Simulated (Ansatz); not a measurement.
Amorphous Ge12Sb12Te28C4

The cell was made by melting and quenching with the CHGNet potential and then relaxed with DFT. The hot cell started wider than the set density and was brought back towards it in steps. It is the lowest in DFT energy of 4 quenches. It is a model cell: composition and starting density were chosen by hand, and all elements were melted together. The geometry includes D3(BJ) dispersion.

Methods: PBE-D3(BJ), scalar-relativistic without spin-orbit coupling, PAW (Ansatz default set, large-core Te) (Ansatz, an electronic-structure program); HSE06-D3(BJ), scalar-relativistic without spin-orbit coupling, PAW (Ansatz default set, large-core Te) (Ansatz). Geometry, pressure, stress and energy are those of the PBE run. Its sampling: a 2×2×2 Γ-centred mesh; Fermi-Dirac width 0.05 eV; no spin polarisation. Other functionals are single points at the zone centre (r2SCAN at 500 eV; exact exchange cut at the cell's faces), free to take moments where seeds were set. So small a spacing is near the smearing width and the bands' dispersion over the mesh, so it is a value of this cell and mesh.

| Quantity | Value |
|---|---|
| Number of atoms in the cell | 56 |
| Density (volume relaxed, with D3(BJ)) | 5.94 g/cm^3 |
| Volume per atom | 29.74 Å³ |
| Pressure on a 2×2×2 Γ-centred mesh | 0.06 GPa |
| Largest force and stress component on that mesh (the relaxation ran on one k-point at (1/4, 1/4, 1/4)) | 0.24 eV/Å and 0.5 GPa |
| Gap on a 2×2×2 Γ-centred mesh (PBE) | 0.14 eV |
| Gap at the zone centre (PBE) | 0.33 eV |
| Gap at the zone centre (HSE06) | 0.63 eV |

Cut-offs for bonds: Ge-Ge 2.85 Å, Ge-Sb 2.96 Å, Ge-Te 3.18 Å, Ge-C 2.34 Å, Sb-Sb 3.34 Å, Sb-Te 3.30 Å, Sb-C 2.58 Å, Te-Te 3.31 Å, Te-C 2.57 Å, C-C 1.82 Å.

| Property | Result |
|---|---|
| Mean coordination of Ge | 4.00 (4 with 3, 4 with 4, 4 with 5) |
| Mean coordination of Sb | 3.92 (4 with 3, 5 with 4, 3 with 5) |
| Mean coordination of Te | 3.11 (5 with 2, 15 with 3, 8 with 4) |
| Mean coordination of C | 3.50 (2 with 3, 2 with 4) |
| Mean Sb-Te bond | 2.987 Å (spread 0.130 Å, 37 counted) |
| Mean Ge-Te bond | 2.832 Å (spread 0.121 Å, 36 counted) |

Its density started from a set value of 5.65 g/cm³. The simulated quench (nominally 50 K/ps over its main leg) is rapid and tends to freeze in more defects than a deposited or slowly cooled glass has. Values belong to this one cell and scatter from quench to quench. The volume was free in the relaxation, at fixed shape. On a 2×2×2 Γ-centred mesh force components of up to 0.24 eV/Å stay, since the relaxation ran on one k-point at (1/4, 1/4, 1/4).
